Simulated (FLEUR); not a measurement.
Worked example: self-consistent single point of GaRe (Pm-3m, 2 atoms in the cell) in FLEUR.

Level of theory: FLEUR with PBE, all-electron FLAPW (FLEUR), scalar-relativistic valence.

The change in words: lattice scaled by 1.03; Kmax: 4.1 1/bohr → 3.18 1/bohr; Gmax: 12.3 1/bohr → 9.5 1/bohr; GmaxXC: 12.3 1/bohr → 9.5 1/bohr. Reference geometry:
```
CELL_PARAMETERS angstrom
      3.19377     0.00000     0.00000
      0.00000     3.19377     0.00000
      0.00000     0.00000     3.19377
ATOMIC_POSITIONS crystal
  Ga 0.00000 0.00000 0.00000
  Re 0.50000 0.50000 0.50000
```

Reference input (self-consistent single point, DFT, PBE, all-electron FLAPW (FLEUR), scalar-relativistic valence): Kmax = 4.1 1/bohr; GmaxXC = 12.3 1/bohr; xcFunctional = pbe; jspins = 1; l_soc = F; mode = gauss; fermiSmearingEnergy = 0.00999582 Htr; mesh (inpgen div1-3) = 8 8 8; inpgen gamma flag = true; Gmax = 12.3 1/bohr; numbands = 0; maxIterBroyd = 15. This run's input differs from it in these lines:

```diff
@@ -6,3 +6,3 @@
 0.0000000000 0.0000000000 1.0000000000
-6.0353562742
+6.2164166034
 1.0 1.0 1.0
@@ -23,3 +23,3 @@
    <calculationSetup>
-      <cutoffs Kmax="4.1" Gmax="12.3" GmaxXC="12.3" numbands="0"/>
+      <cutoffs Kmax="3.18" Gmax="9.5" GmaxXC="9.5" numbands="0"/>
       <scfLoop itmax="60" minDistance="0.00001" maxIterBroyd="15" imix="Anderson" alpha="0.05" precondParam="0.0" spinf="2.0"/>
@@ -43,5 +43,5 @@
          <bravaisMatrix>
-            <row-1>    6.0353562741999998     0.0000000000000000     0.0000000000000000</row-1>
-            <row-2>    0.0000000000000000     6.0353562741999998     0.0000000000000000</row-2>
-            <row-3>    0.0000000000000000     0.0000000000000000     6.0353562741999998</row-3>
+            <row-1>    6.2164166033999999     0.0000000000000000     0.0000000000000000</row-1>
+            <row-2>    0.0000000000000000     6.2164166033999999     0.0000000000000000</row-2>
+            <row-3>    0.0000000000000000     0.0000000000000000     6.2164166033999999</row-3>
          </bravaisMatrix>
```

Output, abridged:

```
 Iteration:     1   Distance:      10.02777016 me/bohr^3
 Iteration:     2   Distance:       9.05605843 me/bohr^3
 Iteration:     3   Distance:       4.90014103 me/bohr^3
 Iteration:     4   Distance:       1.15599962 me/bohr^3
 Iteration:     5   Distance:       0.71786475 me/bohr^3
   [... 8 lines left out ...]
 Iteration:    14   Distance:       0.00001686 me/bohr^3
 Iteration:    15   Distance:       0.00001885 me/bohr^3
 Iteration:    16   Distance:       0.00001483 me/bohr^3
 Iteration:    17   Distance:       0.00000482 me/bohr^3
 Run finished successfully
 Stop message:
   Structural relaxation: Done

[file out, last iteration]
             iter=     18
[...]
          total density-effective poten   -3.2249654435E+04
          total charge density-energy d   -4.0880686678E+02
 Updated energy parameters for spin:           1
[...]
 fermi energy and band-weighting factors:

[...]
FERMIE:
          first approx. to ef    (T=0)  :   0.348699 htr   (energy of the highest occ. eigenvalue)
          number of occ. states  (T=0)  :        482
          first approx. to seigv (T=0)  : -11.823789 htr
          sum of weights of occ. states :  14.003906
          sum of semicore charge        :   0.000000 e
          fermi energy=   0.34747 har   work function=  -9.45517 ev
          number of valence electrons=  28.00000
     band-weighting factor for spin=    1
   [... lines left out ...]
          total moment                 =     0.00000
 Direct bandgap for spin            1 :    1.1705040365495800E-002  Htr
 ---->    free energy=                    -18662.0841425019 htr
   [... lines left out ...]
      extrapolation for T->0
 ---->    total electron energy=          -18662.0841425019 htr
 ***** TOTAL FORCES ON ATOMS *****
 TOTAL FORCE FOR ATOM TYPE=  1  X=  0.000   Y=  0.000   Z=  0.000
                       FX_TOT= 0.000000 FY_TOT= 0.000000 FZ_TOT= 0.000000
 TOTAL FORCE FOR ATOM TYPE=  2  X=  3.108   Y=  3.108   Z=  3.108
                       FX_TOT= 0.000000 FY_TOT= 0.000000 FZ_TOT= 0.000000
 Structural relaxation: Done
```

The run converged in 17 iterations. FLEUR gives forces in its relaxation mode, with a further iteration, so its stop message speaks of a relaxation. 

The starting cell was generated: these elements placed on a structure prototype, without a prior relaxation; it need not be a known phase or ordering of this composition. For this run, on top of that: lattice scaled by 1.03. Spin-orbit coupling is off. Spin polarisation is off. Values depend on the basis (sphere radii, cutoffs, local orbitals), which need not be converged. The log's line on a gap gives a spacing of levels on this mesh, which the program prints for metals too.

These are the values that this program gave, and no reference: the default basis lacks the next d shell.

Cost on one core of a shared machine: roughly 40 s.
